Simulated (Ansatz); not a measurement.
For AlPd (P2₁3, No. 198, 8 atoms in the cell; start mp-7189), LDA (Ansatz, an electronic-structure program, PAW) gives:

| Quantity | Value |
|---|---|
| equilibrium lattice constant a | 4.809 Å |
| formation enthalpy | -0.963 eV/atom |

**Question.** What does PBEsol (plane waves, PAW; Ansatz) give for the same quantities?

**Answer.** 
- lattice constant a: 4.851 Å (rises by 0.9 %)
- formation enthalpy: -0.934 eV/atom (moves by +0.029 eV/atom)

Changes are worked out from the printed values.

Unless a cell is named, each level is at its own relaxed cell (LDA 13.90, PBEsol 14.27 Å³/atom).

Caveats: the relaxation could not lower the start's symmetry, so the cell can be a saddle point above a distorted one (LDA, PBEsol). Ansatz's density-functional and Hartree–Fock values are scalar-relativistic unless marked +SOC, with PAW data made under PBE.

A start named mp-… is a Materials Project structure, which need not be a measured phase.
